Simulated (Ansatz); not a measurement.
Phonon-limited resistivity of Be$_{2}$B (Fm-3m) against temperature in μΩ·cm, PBEsol, DFPT electron-phonon coupling, linearised Boltzmann equation in Ansatz (an electronic-structure program), harmonic crystal at a fixed cell.

```
T           ρ
-----  ------
50 K   0.0057
77 K    0.041
100 K       ?
150 K       ?
200 K    1.75
250 K     3.2
273 K     3.9
300 K     4.8
350 K       ?
400 K     8.2
500 K    11.4
600 K    14.6
800 K      21
```

Problem. Fill in the missing entries.

Solution. 
- 100 K, ρ: 0.132
- 150 K, ρ: 0.67
- 350 K, ρ: 6.5

A metal at this level (no band gap). Only scattering by harmonic phonons is included (no impurities, grain boundaries, electron-electron scattering or thermal expansion). Spin-orbit coupling is left out. Halving the electron mesh (32x32x32) moves the resistivity by up to 3 %. Smearing 0.20 eV; phonons on a 5x5x5 q mesh, which this run doesn't test and which matters most at low temperature.

Computed structure, not matched to a measured one here, so possibly hypothetical: Be2B (Fm-3m).
